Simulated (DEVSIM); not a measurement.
Device: Si n-i-p diode, at 350 K.

| layer (left to right) | material | thickness (μm) | Nd (cm⁻³) | Na (cm⁻³) | τn (s) | τp (s) |
|---|---|---|---|---|---|---|
| 1 | Si | 0.130 | 1.3e19 | - | 1.5e-7 | 1.5e-7 |
| 2 | Si | 4.60 | - | 7.5e13 | 1.5e-7 | 1.5e-7 |
| 3 | Si | 4.30 | - | 1e18 | 1.5e-7 | 1.5e-7 |

Left contact: ohmic. Right contact: ohmic. Voltage is applied to the left contact. Recombination: SRH at mid-gap, radiative. Mobility is μmin + (μ − μmin)/(1 + (N/Nref)^α).

This is a model device: material constants are rounded textbook-type values typed into the input, and sizes, dopings and lifetimes were drawn at random. Values at 300 K; Nc and Nv go as T^1.5, mobilities as T to minus their exponent, the gap by Varshni's rule with the affinity fixed.

```csv
parameter,Si
gap (eV),1.124
affinity (eV),4.05
permittivity,11.7
Nc (cm⁻³),2.86e19
Nv (cm⁻³),3.1e19
μn (cm²/Vs),1417
μp (cm²/Vs),470
"μn,min",52
"μp,min",45
"Nref,n",9.7e16
"Nref,p",2.2e17
αn,0.68
αp,0.72
T exponent of μn,2.3
T exponent of μp,2.2
B (cm³/s),4.7e-15
Varshni α (eV/K),0.000473
Varshni β (K),636
```

DEVSIM, 1D drift-diffusion, Boltzmann statistics, complete ionisation; no tunnelling, impact ionisation, image-force lowering or self-heating.

Q: Tabulate band edges, carrier densities and field at -0.9 V on the left contact.

A: Energies count from the Fermi level of the right contact; mesh points crowd at the junctions.

```
x (μm)   Ec (eV)  Ev (eV)  n (cm⁻³)  p (cm⁻³)  field (V/cm)
-------  -------  -------  --------  --------  ------------
0.000      0.931   -0.180    1.3e19     11000           -16
0.03082    0.931   -0.180    1.3e19    8.7e15           -16
0.08189    0.931   -0.180    1.3e19    2.3e16           -16
0.1203     0.931   -0.180    1.3e19    3.4e16           150
0.1624     1.019   -0.091    6.9e17    6.9e17           ≈ 0
0.2492     1.019   -0.092    6.9e17    6.9e17           -19
0.4689     1.019   -0.092    6.9e17    6.9e17           -19
1.376      1.017   -0.094    7.0e17    7.0e17           -19
3.072      1.014   -0.097    7.2e17    7.2e17           -19
4.090      1.012   -0.099    7.3e17    7.3e17           -19
4.492      1.011   -0.100    7.4e17    7.4e17           -19
4.676      1.011   -0.100    7.4e17    7.4e17           -19
4.723      1.013   -0.098    7.0e17    7.9e17          5000
4.754      1.030   -0.081    3.9e17    1.4e18           -34
4.874      1.029   -0.082    3.8e17    1.4e18           -54
5.132      1.028   -0.083    3.6e17    1.4e18           -55
5.784      1.024   -0.087    3.1e17    1.3e18           -59
7.277      1.014   -0.096    1.9e17    1.2e18           -70
8.525      1.005   -0.106    6.3e16    1.1e18           -86
8.845      1.002   -0.109    2.4e16    1.0e18           -92
8.972      1.001   -0.110    7.7e15    1.0e18           -95
9.030      1.000   -0.111    140000    1.0e18           -97
```
